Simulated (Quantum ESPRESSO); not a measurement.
# Relaxation of cell and atoms of MnZn (Pm-3m, 2 atoms in the cell) at several settings

```yaml
crystal:
  lattice:
    - [2.96378, 0.00000, 0.00000]
    - [0.00000, 2.96378, 0.00000]
    - [0.00000, 0.00000, 2.96378]
  atoms:
    - { symbol: Mn, position: [0.00000, 0.00000, 0.00000], spin: 4.0 }
    - { symbol: Zn, position: [0.50000, 0.50000, 0.50000] }
```
(The spins are starting values, not results.)

Base: PBEsol, GBRV 1.5 ultrasoft (PBESOL) pseudopotentials (Quantum ESPRESSO). Its settings: ecutwfc = 50 Ry; ecutrho = 400 Ry; occupations = smearing; smearing = gauss; degauss = 0.0147 Ry; nspin = 2; potentials = {Mn: mn_pbesol_v1.5.uspp.F.UPF, Zn: zn_pbesol_v1.uspp.F.UPF}; K_POINTS = automatic 9 9 9 1 1 1; conv_thr = 1e-10 Ry; mixing_beta = 0.4. Starting volume 13.02 Å³ per atom.

Each line gives the change from the base single point and the result:

- calculation: scf → vc-relax; tprnfor: true → default; tstress: true → default; vdw_corr: default → grimme-d3; dftd3_version: default → 4; dftd3_threebody: default → false [DFT, PBEsol-D3(BJ), plane waves, GBRV 1.5 ultrasoft (PBESOL) pseudopotentials]: pressure -0.22 GPa; final cell a = 2.903 Å, b = 2.903 Å, c = 2.903 Å, α = 90.00°, β = 90.00°, γ = 90.00°; final volume per atom 12.24 Å³; relaxation steps 4.
- calculation: scf → vc-relax; tprnfor: true → default; tstress: true → default: pressure -0.10 GPa; final cell a = b = c = 2.9351 Å, α = β = γ = 90.00°; final volume per atom 12.64 Å³; relaxation steps 3; free energy against the base single point -2.9 meV/atom.
- calculation: scf → vc-relax; tprnfor: true → default; tstress: true → default; press: default → 20 kbar: pressure 1.83 GPa; final cell a = b = c = 2.921 Å, α = β = γ = 90.00°; final volume per atom 12.47 Å³; relaxation steps 3; free energy against the base single point -1.3 meV/atom.

The starting cell comes from a database of computed structures (which also holds hypothetical and non-ambient phases and stackings), without a prior relaxation at this level. Its lattice was rescaled by a random factor within 2.5 % of one. With one magnetic atom in the cell only a parallel order is possible.
